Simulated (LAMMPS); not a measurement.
MD of CdTe (zinc blende) at zero pressure, 216 atoms, as a liquid; each row is its own run.

Level of theory: classical MD, pair style bop, file CdTe.bop.table (LAMMPS).

```
T (K)  D(Cd) (cm²/s)
-----  -------------
1350         1.11e-5
1690         5.64e-5
1760         9.49e-5
```

Fit an Arrhenius law, ln y = a + b / x, to these rows (x is the first column, y the second) and predict the run at x = 1490.

Least squares gives a = -2.6174 and b = -11890. The slope times kB gives an activation energy of 1.02 eV. At x = 1490 the fit predicts 2.50e-5 cm²/s. The run itself gave (3.3 ± 0.3) × 10^-5 cm²/s, so the fit is 25 % low.

Caution: with bond-order CdTe.bop.table the 0 K volume of this crystal is 17 % off the measured one.

Caution: a run this short can hold a crystal over, or a liquid under, the potential's own melting point, which these runs don't give.

Caution: the real compound melts congruently only under the pressure of its own vapour and loses its more volatile element when open.

Errors of D are the spread over four groups of atoms in one short run; a floor of about 5 %, a picked value, is safer.
